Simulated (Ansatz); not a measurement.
End structure of the (111)B surface of zinc-blende CdTe, Te-terminated, 2x2 with 2 Cl on 4 top atoms (bottom of the slab: 2 H on 4 bottom sites):

```yaml
crystal:
  lattice:
    - [9.36209, 0.00000, 0.00000]
    - [-4.68105, 8.10781, 0.00000]
    - [0.00000, 0.00000, 33.00000]
  atoms:
    - { symbol: Cd, position: [0.34673, 0.15310, 0.28941] }
    - { symbol: Cd, position: [0.83017, 0.16964, 0.32453] }
    - { symbol: Cd, position: [0.33018, 0.66973, 0.32456] }
    - { symbol: Cd, position: [0.84676, 0.65311, 0.28945] }
    - { symbol: Te, position: [0.17533, 0.32454, 0.33135] }
    - { symbol: Te, position: [0.66021, 0.33952, 0.33194] }
    - { symbol: Te, position: [0.16029, 0.83967, 0.33192] }
    - { symbol: Te, position: [0.67530, 0.82452, 0.33133] }
    - { symbol: Cd, position: [0.16667, 0.33333, 0.41867] }
    - { symbol: Cd, position: [0.66667, 0.33333, 0.41867] }
    - { symbol: Cd, position: [0.16667, 0.83333, 0.41867] }
    - { symbol: Cd, position: [0.66667, 0.83333, 0.41867] }
    - { symbol: Te, position: [0.00000, 0.00000, 0.44763] }
    - { symbol: Te, position: [0.50000, 0.00000, 0.44763] }
    - { symbol: Te, position: [0.00000, 0.50000, 0.44763] }
    - { symbol: Te, position: [0.50000, 0.50000, 0.44763] }
    - { symbol: Cd, position: [0.99822, 0.99720, 0.53408] }
    - { symbol: Cd, position: [0.49846, 0.99682, 0.53430] }
    - { symbol: Cd, position: [0.00163, 0.50324, 0.53488] }
    - { symbol: Cd, position: [0.50137, 0.50337, 0.53463] }
    - { symbol: Te, position: [0.33317, 0.16664, 0.56273] }
    - { symbol: Te, position: [0.83319, 0.16669, 0.56291] }
    - { symbol: Te, position: [0.33316, 0.66644, 0.56493] }
    - { symbol: Te, position: [0.83308, 0.66661, 0.56476] }
    - { symbol: Cd, position: [0.31658, 0.13344, 0.64973] }
    - { symbol: Cd, position: [0.81660, 0.13343, 0.64997] }
    - { symbol: Cd, position: [0.35577, 0.71189, 0.65218] }
    - { symbol: Cd, position: [0.85578, 0.71172, 0.65196] }
    - { symbol: Te, position: [0.17016, 0.34050, 0.66794] }
    - { symbol: Te, position: [0.67004, 0.34045, 0.66790] }
    - { symbol: Te, position: [0.16621, 0.83307, 0.68968] }
    - { symbol: Te, position: [0.66640, 0.83268, 0.68971] }
    - { symbol: H, position: [0.33220, 0.16803, 0.23810] }
    - { symbol: H, position: [0.83193, 0.66754, 0.23814] }
    - { symbol: Cl, position: [0.16528, 0.32976, 0.73979] }
    - { symbol: Cl, position: [0.66453, 0.33045, 0.73975] }
```

Model: 36-atom slab, 16.6 Å thick at the start with caps and adatoms, 3x3x1 mesh, Fermi-Dirac 0.025 eV, dipole correction, 8 atoms held, the rest relaxed; no symmetry held; no spin, no spin-orbit, no U. It is one candidate, not shown to be the stable structure of the face.

Question: Predict the gap of the slab on its k-mesh from PBE (Ansatz, a first-principles code).

Answer: 1.01 eV

Question: Give the highest filled level below the top vacuum level at the level PBE.

Answer: 6.00 eV
